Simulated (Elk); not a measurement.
Worked example: self-consistent single point of Hf2Hg (I4/mmm, 3 atoms in the cell) in Elk.

Level of theory: PBEsol, all-electron FP-LAPW, Elk's shipped species files, default APW+lo basis run with Elk.

```
CELL_PARAMETERS angstrom
     -1.65105     1.65105     5.75282
      1.65105    -1.65105     5.75282
      1.65105     1.65105    -5.75282
ATOMIC_POSITIONS crystal
  Hf 0.66573 0.66573 0.00000
  Hf 0.33427 0.33427 0.00000
  Hg 0.00000 0.00000 0.00000
```

Reference input (self-consistent single point, DFT, LDA (PW92), all-electron FP-LAPW, Elk's shipped species files, default APW+lo basis): stype = 0; swidth = 0.00183747 Ha; ngridk = 10 10 10; maxscl = 100. This run's input differs from it in these lines:

```diff
@@ -2,2 +2,5 @@
   0
+
+xctype
+  22
```

Output, abridged:

```
│ Self-consistent loop started │
│ Loop number : 1 │
 total energy                :     -49825.6473427
│ Loop number : 2 │
 total energy                :     -49826.8597177
RMS change in Kohn-Sham potential (target) :   0.2768843193     (  0.1000000000E-05)
Absolute change in total energy (target)   :    1.212374948     (  0.1000000000E-03)
│ Loop number : 3 │
 total energy                :     -49831.9837066
RMS change in Kohn-Sham potential (target) :   0.2358278788     (  0.1000000000E-05)
Absolute change in total energy (target)   :    5.427082696     (  0.1000000000E-03)
│ Loop number : 4 │
   [... lines left out ...]
Absolute change in total energy (target)   :   0.4112102979E-03 (  0.1000000000E-03)
│ Loop number : 15 │
 total energy                :     -49843.2196349
RMS change in Kohn-Sham potential (target) :   0.6108898870E-06 (  0.1000000000E-05)
Absolute change in total energy (target)   :   0.2355536053E-03 (  0.1000000000E-03)
│ Loop number : 16 │
 total energy                :     -49843.2196140
RMS change in Kohn-Sham potential (target) :   0.1481938708E-06 (  0.1000000000E-05)
Absolute change in total energy (target)   :   0.7976109919E-04 (  0.1000000000E-03)
Convergence targets achieved

│ Loop number : 17 │

Energies :
 Fermi                       :     0.319791423345
 total energy                :     -49843.2196132

Density of states at Fermi energy :    68.04738945
 (states/Hartree/unit cell)

Estimated indirect band gap :   0.4900783188E-03
 from k-point     90 to k-point     18
Estimated direct band gap   :   0.8482497445E-02
 at k-point     64

Charges :
 core                        :    154.0000000
 valence                     :    70.00000000
 interstitial                :    3.894217055
 muffin-tins (core leakage)
  species :    1 (Hf)
   atom    1                 :    70.40946812     (  0.3336985657E-06)
   atom    2                 :    70.40946812     (  0.3336985657E-06)
  species :    2 (Hg)
   atom    1                 :    79.28684671     (  0.7208516813E-04)
 total in muffin-tins        :    220.1057829
 total calculated charge     :    223.9908350
 total charge                :    224.0000000
 error                       :   0.9164959798E-02

│ Self-consistent loop stopped │
```

The run converged in 17 iterations. The count includes the last loop, which Elk runs after its targets are met. 

The starting cell comes from a database of computed structures (which also holds hypothetical and non-ambient phases and stackings), without a prior relaxation at this level. Its lattice was rescaled by a random factor within 2.5 % of one. Spin-orbit coupling is off. Values depend on the basis (sphere radii, cutoffs, local orbitals), which need not be converged. The log's line on a gap gives a spacing of levels on this mesh, which the program prints for metals too.

Cost on one core of a shared machine: roughly 50 s.
